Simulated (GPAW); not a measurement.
GPAW run on MnF3 (C2/m, 8 atoms in the cell): self-consistent single point.

Method of the run: PBEsol, GPAW PAW datasets PBEsol (made by gpaw-setup) (plane waves; GPAW).

```
MnF3
1.0
    2.79369    -4.43534     0.00000
    2.79369     4.43534     0.00000
   -0.06933     0.00000     4.77120
Mn F
2 6
Direct
  0.66986   0.33014   0.50000
  0.33014   0.66986   0.50000
  0.97748   0.35044   0.71555
  0.02252   0.64956   0.28445
  0.64956   0.02252   0.28445
  0.35044   0.97748   0.71555
  0.62033   0.62033   0.71819
  0.37967   0.37967   0.28181
```
Moments meant for the start (each program seeds them in its own way; μB, in the order of the atoms Mn Mn F F F F F F): 4.0 4.0 0.0 0.0 0.0 0.0 0.0 0.0.

Reference input (self-consistent single point, DFT PBEsol, plane waves, GPAW PAW datasets PBEsol (made by gpaw-setup)): spinpol = true; mode = pw; ecut = 900 eV; xc = PBEsol; kpts = 3 3 3; mesh shift (steps) = 0 0 0; occupations.name = methfessel-paxton; occupations.width = 0.02 eV; occupations.order = 0; nbands = -6; convergence.density = 1e-05 e/electron; convergence.energy = 1e-05 eV/electron. This run's input differs from it in these lines:

```diff
@@ -21,3 +21,3 @@
 calc = GPAW(spinpol=True,
-            mode={'name': 'pw', 'ecut': 900},
+            mode={'name': 'pw', 'ecut': 1800},
             xc='PBEsol',
```

Log, with long lists cut:

```
     iter     time        total  log10-change:  magmom
                         energy   eigst   dens
iter:   1 --:--:--   -53.361068   +0.33           +8.0022
iter:   2 --:--:--   -52.793503   -0.78  -1.25    +8.0007
iter:   3 --:--:--   -50.825599   -0.36  -1.30    +8.0000
iter:   4 --:--:--   -50.781476   -1.95  -1.59    +8.0001
iter:   5 --:--:--   -51.302469   -1.20  -1.61    +8.0001
   [... 2 lines left out ...]
iter:   8 --:--:--   -50.733189   -2.50  -2.39    +8.0000
iter:   9 --:--:--   -50.736315   -3.51  -2.88    +8.0000
iter:  10 --:--:--   -50.734385   -2.98  -2.70    +8.0000
   [... lines left out ...]
iter:  16 --:--:--   -50.733860c  -5.44  -3.77    +8.0000
iter:  17 --:--:--   -50.733859c  -6.08  -4.02    +8.0000
iter:  18 --:--:--   -50.733859c  -6.07  -4.12    +8.0000
iter:  19 --:--:--   -50.733857c  -6.95  -4.17    +8.0000
iter:  20 --:--:--   -50.733854c  -6.75  -4.23    +8.0000
iter:  21 --:--:--   -50.733853c  -7.57c -4.35    +8.0000
iter:  22 --:--:--   -50.733850c  -6.78  -4.41    +8.0000
iter:  23 --:--:--   -50.733849c  -7.52c -4.69    +8.0000
iter:  24 --:--:--   -50.733848c  -7.35  -4.82    +8.0000
iter:  25 --:--:--   -50.733848c  -8.20c -4.98    +8.0000
iter:  26 --:--:--   -50.733848c  -7.50c -5.02c   +8.0000
Converged after 26 iterations.

Dipole moment: (-0.000000, -0.000000, 0.000000) |e|*Ang

Total magnetic moment: (0.000000, 0.000000, 8.000000)
Local magnetic moments:
   0 Mn ( 0.000000,  0.000000,  3.633059)
   1 Mn ( 0.000000,  0.000000,  3.633059)
   2 F  ( 0.000000,  0.000000,  0.071681)
   3 F  ( 0.000000,  0.000000,  0.071681)
   4 F  ( 0.000000,  0.000000,  0.071681)
   5 F  ( 0.000000,  0.000000,  0.071681)
   6 F  ( 0.000000,  0.000000,  0.024446)
   7 F  ( 0.000000,  0.000000,  0.024446)

Energy contributions relative to reference atoms: (reference = -79202.704228)

Kinetic:        +41.534371
Potential:      -43.715379
External:        +0.000000
XC:             -48.362256
Entropy (-ST):   -0.000000
Local:           -0.190585
SIC:             +0.000000
--------------------------
Free energy:    -50.733848
   [... lines left out ...]
Fermi level: 0.53855
Gap: 0.314 eV
Direct gap: 0.346 eV
   [... lines left out ...]
  2 F    -0.22068    0.43246   -0.38430
  3 F     0.22068   -0.43246    0.38430
  4 F     0.22068    0.43246    0.38430
  5 F    -0.22068   -0.43246   -0.38430
  6 F    -0.21760    0.00000   -0.35336
  7 F     0.21760    0.00000    0.35336

Stress tensor:
     0.016455    -0.000000     0.011418
    -0.000000     0.034524    -0.000000
     0.011418    -0.000000     0.015842
Stress (GPa, Voigt): [ 2.6364  5.5314  2.5381 -0.      1.8294 -0.    ]
```

The run converged in 26 iterations. GPAW prints stress with tension positive. Against the reference run the free energy goes down by 43.2 meV/atom, the largest force hardly changes (0.614 to 0.619 eV/Å), the gap on the mesh stays at 0.314 eV and the size of the net moment stays at 1.00 μB/atom.

The starting cell comes from a database of computed structures (which also holds hypothetical and non-ambient phases and stackings), without a prior relaxation at this level. The magnetic order is the one reached from the typed start; others were not searched systematically.

Cost on one core of a shared machine: roughly 10 min.
